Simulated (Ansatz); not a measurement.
Functionals compared on the (331) surface of fcc Pd in its 1x1 cell, outermost plane spacing 0.90 Å in the ideal cut, in Ansatz (plane waves, PAW). The structure was relaxed with PBE; the other rows are single points on it, each with its references at the same level. Cutoff 420 eV (500 eV for r2SCAN).

Set-up: 12 atoms, 10.0 Å thick at the start (thin: gaps and levels are the slab's own); mesh 14x6x1; 0.1 eV smearing; dipole correction on; all atoms relaxed; held to the part of the start's symmetry that mesh and held atoms allow; no spin, no spin-orbit, no U. These notes are the PBE run's.

```csv
functional,surface energy (J/m²),work function of the top face (eV),rough cost of the single point
PBE,1.54,4.87,–
LDA,2.13,5.27,around 4 core-minutes (rough)
PBEsol,1.93,4.98,around 4 core-minutes (rough)
RPBE,1.28,4.68,about 4 core-minutes (a rough figure)
r2SCAN,?,?,about 12 core-minutes (a rough figure)
```

What belongs in the gaps?


- r2SCAN, surface energy (J/m²): 1.75
- r2SCAN, work function of the top face (eV): 4.85

Ansatz is a quantum-chemistry and plane-wave program.
